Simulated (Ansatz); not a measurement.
**Effective masses and thermopower of ZnS under load (space group F-43m)**

```
CELL_PARAMETERS angstrom
      0.00000     2.65690     2.65690
      2.65690     0.00000     2.65690
      2.65690     2.65690     0.00000
ATOMIC_POSITIONS crystal
  Zn 0.00000 0.00000 0.00000
  S  0.25000 0.25000 0.25000
```

Method: PBE with spin-orbit coupling, rigid bands (plane waves, PAW; Ansatz, a first-principles code). Condition of this run: hydrostatic pressure of 2 GPa (compression positive) (the target of the relaxation). Geometry: cell and atoms relaxed with PBEsol, then loaded as said.

```yaml
band_gap: 2.31 eV
electron conductivity mass (300 K, dilute): 0.194 mₑ
hole conductivity mass (300 K, dilute): 0.84 mₑ
effective density of states N_c (300 K): 2.1e18 cm⁻³
effective density of states N_v (300 K): 5.0e19 cm⁻³
density_of_states_mass_electrons: 0.190 mₑ
density_of_states_mass_holes: 1.58 mₑ
Seebeck coefficient, n-type 1e19 cm⁻³, 300 K: -111 μV/K
Seebeck coefficient, p-type 1e19 cm⁻³, 300 K: 382 μV/K
best p-type power factor at 300 K for τ = 10 fs (best axis; densities from 1e16 to 1e21 cm⁻³ tried, whether or not they can be reached): 16.9 μW/(cm·K²) at 3e20 cm⁻³
```

Rigid bands; masses and Seebeck coefficients take one relaxation time τ for all states and one kind of carrier; polarons and phonon drag are left out. Geometry: cell and atoms relaxed with PBEsol.
